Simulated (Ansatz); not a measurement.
# SnO, response to strain

Take SnO (space group P4/nmm, No. 129; a = 3.7685 Å, c = 4.5571 Å; layered, stacked along the Cartesian z axis; relaxed with 0.1 eV smearing) as the base. Axes: x, y, z lie along a, b, c of the conventional cell.

Strains are applied to the cell and any free atomic positions relax.

Calculations: PBEsol-D3(BJ), PAW, 420 eV (Ansatz, a program for electronic structure; no SOC).

Notes on the quantities. energy relative to the base: free energy F.

| uniaxial strain ε_zz (%) | energy relative to the base (meV/atom) |
|---|---|
| -3 | 3.1 |
| -2.4 | 1.9 |
| -1.8 | 1.1 |
| -1.2 | ? |
| -0.6 | 0.1 |
| 0 | 0.0 |

Fit ΔE = Aε² + Bε³ (ε in %) to the rows shown and predict the withheld row.

Least squares on the printed values gives A = 0.307 and B = -0.012 meV/atom (largest residual 0.0 meV/atom); this predicts 0.5 meV/atom, and the run gives 0.5 meV/atom, in agreement.

Stability against distortions was not tested. The final runs are not spin-polarised.
